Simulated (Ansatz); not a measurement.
HfO2: response to strain

Consider HfO₂ in the rutile structure (space group P4_2/mnm, No. 136; a = 4.8301 Å, c = 3.2097 Å; a cell from a computed database, its experimental status unchecked). Axes: x, y, z lie along a, b, c of the conventional cell.

Strains are applied to the cell and any free atomic positions relax; under stress the whole cell relaxes.

Calculations: PBEsol/PAW in Ansatz (a first-principles code), without spin-orbit coupling.

Notes on the quantities. energy relative to the base: free energy F.

```json
[
 {"variant": "base", "volume per atom": "12.48 Å³", "electron mass": "0.61 mₑ along c, 0.79 mₑ across (at Γ)", "band gap": "3.89 eV", "energy relative to the base": "0 meV/atom"},
 {"variant": "isotropic strain +0.59 %", "volume per atom": "12.70 Å³", "electron mass": "0.61 mₑ along c, 0.80 mₑ across (at Γ)", "band gap": "3.85 eV", "energy relative to the base": "+2.7 meV/atom"},
 {"variant": "uniaxial stress, 5 GPa tension along x", "volume per atom": "12.58 Å³", "electron mass": "0.76 mₑ along x, 0.80 mₑ along y, 0.59 mₑ along z (at Γ)", "band gap": "[?]", "energy relative to the base": "[?]"},
 {"variant": "uniaxial stress, 0.5 GPa compression along x", "volume per atom": "12.47 Å³", "electron mass": "0.60 mₑ along z, 0.78 mₑ across (at Γ)", "band gap": "3.90 eV", "energy relative to the base": "+0.1 meV/atom"},
 {"variant": "uniaxial stress, 5 GPa tension along z", "volume per atom": "[?]", "electron mass": "0.63 mₑ along z, 0.84 mₑ across (at Γ)", "band gap": "[?]", "energy relative to the base": "+2.7 meV/atom"}
]
```

Task: Complete the table.

Result: 
- uniaxial stress, 5 GPa tension along x, band gap: 3.86 eV
- uniaxial stress, 5 GPa tension along x, energy relative to the base: +6.8 meV/atom
- uniaxial stress, 5 GPa tension along z, volume per atom: 12.54 Å³
- uniaxial stress, 5 GPa tension along z, band gap: 3.92 eV

With Hf present, leaving out spin-orbit coupling can change the band edges. Effective masses come from finite differences of ±0.01 Å⁻¹. Beyond what the load breaks, stability against distortions was not tested. This is not the structure that HfO2 has at room temperature and ambient pressure.
